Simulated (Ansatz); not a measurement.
ZnSnO3: pressure series

Base system: ZnSnO3 (space group R3c, No. 161; a = 5.278 Å, c = 14.010 Å (hexagonal axes)).

Cell and atoms are relaxed at each pressure.

Computed with PBEsol in Ansatz (plane waves to 420 eV, PAW, spin-orbit coupling left out).

Notes on the quantities. enthalpy: H = E + PV relative to the base's energy.

```tsv
change	enthalpy	band gap	volume per atom	c/a ratio
base	–	1.25 eV	11.27 Å³	2.654
pressure −2 GPa	-0.14 eV/atom	1.18 eV	11.40 Å³	2.660
pressure −1 GPa	-0.07 eV/atom	1.21 eV	11.33 Å³	2.657
pressure 0.3 GPa	+0.02 eV/atom	1.26 eV	11.25 Å³	2.654
pressure 0.7 GPa	+0.05 eV/atom	1.27 eV	11.22 Å³	2.652
pressure 1.5 GPa	+0.11 eV/atom	1.30 eV	11.18 Å³	2.650
pressure 3 GPa	+0.21 eV/atom	1.35 eV	11.09 Å³	2.646
pressure 5 GPa	+0.35 eV/atom	1.41 eV	10.98 Å³	2.640
pressure 7.5 GPa	+0.52 eV/atom	1.48 eV	10.85 Å³	2.633
pressure 10 GPa	+0.69 eV/atom	1.55 eV	10.72 Å³	2.625
```

Load acts through the strain it causes; cell and atoms are relaxed under it. Whether these cells are dynamically stable was not tested. No other phases were tried under pressure.

Ansatz is a quantum-chemistry and plane-wave program.
